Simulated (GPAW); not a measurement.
## Equation of state of fluorite-structure HfO2 (space group 225): energy against volume (GPAW, PBE)

```yaml
crystal:
  lattice:
    - [0.00000, 2.49484, 2.49484]
    - [2.49484, 0.00000, 2.49484]
    - [2.49484, 2.49484, 0.00000]
  atoms:
    - { symbol: Hf, position: [0.00000, 0.00000, 0.00000] }
    - { symbol: O, position: [0.25000, 0.25000, 0.25000] }
    - { symbol: O, position: [0.75000, 0.75000, 0.75000] }
```

Level of theory: PBE, GPAW PAW datasets PBE (gpaw-data 1.0.1) (plane waves; GPAW). Settings: mode = pw; ecut = 1040 eV; xc = PBE; kpts = 11 11 11; mesh shift (steps) = 0 0 0; occupations.name = fermi-dirac; occupations.width = 0.01 eV; nbands = -4; convergence.density = 1e-05 e/electron; convergence.bands = -2; symmetry.symmorphic = false; symmetry.tolerance = 0.0005; maxiter = 120. The cell above is the first row's. The rows scale it uniformly. In all rows fractional positions and the k mesh are held. E is the free energy at the stated smearing, counted from the lowest row.

| V (Å^3/atom) | E (meV/atom) |
|---|---|
| 10.352 | ? |
| 10.577 | 15.89 |
| 10.802 | 3.90 |
| 11.027 | 0.00 |
| 11.252 | 3.35 |
| 11.477 | 13.21 |
| 11.703 | 28.91 |
| 11.928 | 49.85 |
| 12.153 | 75.49 |

Problem. Fit E against V with the third-order Birch-Murnaghan form, a cubic in V^(-2/3), and predict the withheld value at V = 10.352.

Solution. With u = V^(-2/3) - 0.198, the rows have u = 0.009535, 0.006643, 0.003850, 0.001150, -0.001461, -0.004000, -0.006447, -0.008819. Least squares gives E = 6.880 - 3619.56·u + 475011·u² + 381698·u³. Residuals (row less fit): 0.005, -0.009, -0.007, 0.004, 0.029, -0.024, -0.006, 0.007; standard error 0.021 (degrees of freedom: 4). Its minimum lies at u = 0.003793, so V0 = (0.201793)^(-3/2) = 11.03. There d²E/du² = 958700 and d³E/du³ = 2290000, so B0 = (4/9) × 11.03^(-7/3) × 958700 × 0.160218 = 252 GPa (the last factor turns the table's units into GPa), and B0' = 4 + (2/3) × 0.201793 × (2290000)/958700 = 4.3. The program's pressures in the fitted runs (not shown) pass through zero at V = 11.03, 0.01 % from this V0. At the withheld row, u = 0.012532, so E = 6.880 - 3619.56 × 0.012532 + 475011 × 0.012532² + 381698 × 0.012532³ = 36.872 meV/atom. The calculation gives 36.89 meV/atom, 0.018 meV/atom above the prediction (under 0.05 % of the range of E in the table). The row lies outside the fitted rows, so this is an extrapolation. From the scatter of the fitted rows alone, a prediction at this place has a standard error of 0.061 meV/atom, so the miss is 0.3 times that.

Carrying the step between the two nearest rows on in a straight line would have given 27.88, off by 9.01; series whose last step already gives the withheld value aren't shown. The scan was laid around a cell of about the measured size, scaled by a guess for this functional. This is a high-temperature phase, held here by symmetry. The runs keep the symmetry of the cell, so they don't test it for distortions. Spin-orbit coupling is off. Cutoffs and mesh are single choices, not tested for convergence of this quantity. Series with a scatter that would blur these digits, or in which a gap closes, are not shown. Nor are scans whose minimum lies at an end fitted in this form.
